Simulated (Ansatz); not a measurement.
The reference is RuP2 (space group Pnnm, No. 58; a = 5.103 Å, b = 5.869 Å, c = 2.862 Å).

The change: hydrostatic tension (pressure −2 GPa).

Levels (all Ansatz, a program for electronic structure, PAW): PBEsol (420 eV, no spin-orbit coupling); PBEsol+SOC (420 eV, noncollinear with spin-orbit coupling).

The geometry is relaxed with PBEsol.

PBEsol gap character: indirect, T → Γ–Z (43 % along)
PBEsol lowest conduction level above the VBM at special points: Z 1.20 eV; T 1.37 eV; R 1.56 eV; Γ 1.59 eV
PBEsol pressure: -2.00 GPa

With PBEsol+SOC at the same geometry, the gap character stays indirect, T → Γ–Z (43 % along); the lowest conduction level above the VBM at special points becomes Z 1.18 eV; T 1.35 eV; R 1.55 eV; Γ 1.57 eV (PBEsol: Z 1.20 eV; T 1.37 eV; R 1.56 eV; Γ 1.59 eV); the pressure hardly moves (-2.00 GPa against -1.97 GPa).

Single points use the geometry relaxed with PBEsol. Differences between runs with and without spin-orbit coupling are approximate. Load acts through the strain it causes; cell and atoms are relaxed under it. Whether these cells are dynamically stable was not tested.
